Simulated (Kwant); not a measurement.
Model system: Ge/Si0.2Ge0.8 stack with 1 barrier. One parabolic valley. Leads of mass 0.12 mₑ with the band edge at 0; grid 0.1 nm; bias 0 V, dropping linearly over the stack.

| layer | thickness (nm) | band offset (eV) | mass (mₑ) |
|---|---|---|---|
| 1 | 4 | 0.12 | 0.14 |

The device is made up for the run: typed textbook-type constants, with dimensions and the other settings drawn at random.

Computed with Kwant: one-band effective-mass tight-binding model in one dimension, coherent, no space charge.

Sweep values stay those of the base run.

The mass in the first barrier was swept, all else fixed.

```csv
mass in the first barrier (mₑ),transmission at E = 134.6 meV,transmission at E = 43.75 meV,mean transmission over the sweep,transmission at E = 180.0 meV
0.084,0.67,0.12,0.40,0.88
0.11,0.53,0.082,0.32,0.78
0.14,0.41,0.054,0.25,0.71
0.18,0.31,0.032,0.19,0.67
```

From the first row to the last the transmission at E = 134.6 meV goes from 0.67 to 0.31. From the first row to the last the transmission at E = 43.75 meV goes from 0.12 to 0.032.
